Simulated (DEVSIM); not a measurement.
Si/Ge p-n heterojunction

System: Si/Ge p-n heterojunction, at 350 K.

```csv
layer (left to right),material,thickness (μm),Nd (cm⁻³),Na (cm⁻³),τn (s),τp (s)
1,Si,0.200,-,1.3e18,7.2e-5,7.2e-5
2,Ge,2.30,1.5e17,-,7.2e-5,2.2e-6
```

Left contact: ohmic. Right contact: ohmic. Voltage is applied to the left contact. Recombination: SRH at mid-gap. Mobility is μmin + (μ − μmin)/(1 + (N/Nref)^α).

This is a model device: material constants are rounded textbook-type values typed into the input, and sizes, dopings and lifetimes were drawn at random. Values at 300 K; Nc and Nv go as T^1.5, mobilities as T to minus their exponent, the gap by Varshni's rule with the affinity fixed.

| parameter | Si | Ge |
|---|---|---|
| gap (eV) | 1.124 | 0.664 |
| affinity (eV) | 4.05 | 4 |
| permittivity | 11.7 | 16 |
| Nc (cm⁻³) | 2.86e19 | 1.04e19 |
| Nv (cm⁻³) | 3.1e19 | 6e18 |
| μn (cm²/Vs) | 1417 | 3900 |
| μp (cm²/Vs) | 470 | 1900 |
| μn,min | 52 | 150 |
| μp,min | 45 | 100 |
| Nref,n | 9.7e16 | 2.6e17 |
| Nref,p | 2.2e17 | 4e17 |
| αn | 0.68 | 0.56 |
| αp | 0.72 | 0.6 |
| T exponent of μn | 2.3 | 1.66 |
| T exponent of μp | 2.2 | 2.33 |
| Varshni α (eV/K) | 0.000473 | 0.000477 |
| Varshni β (K) | 636 | 235 |

Simulated with DEVSIM: 1D drift-diffusion, Boltzmann statistics, complete ionisation; no tunnelling, impact ionisation, image-force lowering or self-heating. Band offsets follow the typed affinities; no thermionic-emission limit at abrupt steps, no polarisation charge.

```
Quantity                                            Result
---------------------------------------------  -----------
Potential step across the device at zero bias      0.923 V
Largest field in the device at zero bias       390000 V/cm
Dark forward voltage at 1 A/cm²                    0.154 V
Dark forward voltage at 100 A/cm²                  0.365 V
```

Dark forward current:

```json
[
 {"V (V)": "0.05", "J (A/cm²)": "0.028"},
 {"V (V)": "0.10", "J (A/cm²)": "0.17"},
 {"V (V)": "0.15", "J (A/cm²)": "0.89"},
 {"V (V)": "0.20", "J (A/cm²)": "3.8"},
 {"V (V)": "0.25", "J (A/cm²)": "13"},
 {"V (V)": "0.30", "J (A/cm²)": "34"},
 {"V (V)": "0.35", "J (A/cm²)": "79"},
 {"V (V)": "0.40", "J (A/cm²)": "180"},
 {"V (V)": "0.45", "J (A/cm²)": "380"},
 {"V (V)": "0.50", "J (A/cm²)": "780"},
 {"V (V)": "0.55", "J (A/cm²)": "1600"},
 {"V (V)": "0.60", "J (A/cm²)": "3100"}
]
```
